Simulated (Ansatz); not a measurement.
## Pressure series in MoS2

The parent structure is MoS$_{2}$ in the 3R-MoS2 type structure (space group R3m, No. 160; a = 3.153 Å, c = 17.994 Å (hexagonal axes); layered, stacked along the Cartesian z axis).

Cell and atoms are relaxed at each pressure.

All numbers come from DFT with PBE-D3(BJ), PAW potentials and a 420 eV plane-wave cutoff in Ansatz (a program for electronic structure), without spin-orbit coupling, earlier PAW set.

```json
[
 {"variant": "base", "volume per atom": "17.22 Å³", "band gap": "0.77 eV"},
 {"variant": "pressure −2 GPa", "volume per atom": "18.42 Å³", "band gap": "1.06 eV"},
 {"variant": "pressure −1 GPa", "volume per atom": "17.65 Å³", "band gap": "0.88 eV"},
 {"variant": "pressure 3 GPa", "volume per atom": "16.38 Å³", "band gap": "0.55 eV"},
 {"variant": "pressure 7 GPa", "volume per atom": "…", "band gap": "0.36 eV"},
 {"variant": "pressure 15 GPa", "volume per atom": "…", "band gap": "0.07 eV"},
 {"variant": "pressure 30 GPa", "volume per atom": "…", "band gap": "zero"},
 {"variant": "pressure 50 GPa", "volume per atom": "12.45 Å³", "band gap": "zero"},
 {"variant": "pressure 75 GPa", "volume per atom": "11.52 Å³", "band gap": "zero"},
 {"variant": "pressure 100 GPa", "volume per atom": "10.84 Å³", "band gap": "zero"}
]
```

Problem. Some entries are withheld; estimate them.

Solution. 
- pressure 7 GPa, volume per atom: 15.66 Å³
- pressure 15 GPa, volume per atom: 14.69 Å³
- pressure 30 GPa, volume per atom: 13.50 Å³

The mesh was chosen for an insulator and is coarse for the gapless case. Load acts through the strain it causes; cell and atoms are relaxed under it. Whether these cells are dynamically stable was not tested. No other phases were tried under pressure. All final runs are without spin polarisation. The zero or small gap of MoS2 under pressure 15 GPa, MoS2 under pressure 30 GPa and MoS2 under pressure 50 GPa can change with the level of theory.
